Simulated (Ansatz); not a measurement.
# A computed series for PbSe: response to strain

The parent structure is PbSe in the rock salt structure (space group Fm-3m, No. 225; a = 6.041 Å). Axes: x, y, z lie along the cube axes.

Strains are applied to the cell and any free atomic positions relax.

All numbers come from LDA, PAW, 420 eV (Ansatz, a program for electronic structure; spin-orbit coupling left out).

Notes on the quantities. pressure: mean of the normal stresses, compression positive; energy relative to the base: free energy F.

```csv
case,pressure,energy relative to the base,shortest interatomic distance
base,0.0 GPa,0 meV/atom,3.020 Å
uniaxial strain ε_zz = −2.00 %,1.3 GPa,+5.6 meV/atom,2.960 Å
uniaxial strain ε_zz = −1.50 %,0.9 GPa,+3.1 meV/atom,2.975 Å
uniaxial strain ε_zz = −1.00 %,0.6 GPa,+1.3 meV/atom,2.990 Å
uniaxial strain ε_zz = −0.50 %,0.3 GPa,+0.3 meV/atom,3.005 Å
uniaxial strain ε_zz = +0.50 %,-0.3 GPa,+0.3 meV/atom,3.020 Å
uniaxial strain ε_zz = +1.00 %,-0.5 GPa,+1.2 meV/atom,3.020 Å
uniaxial strain ε_zz = +2.00 %,-1.0 GPa,+4.8 meV/atom,3.020 Å
uniaxial strain ε_zz = +2.50 %,-1.3 GPa,+7.3 meV/atom,3.020 Å
uniaxial strain ε_zz = +3.00 %,-1.5 GPa,+10 meV/atom,3.020 Å
```

Stability against distortions was not tested. All final runs are without spin polarisation.
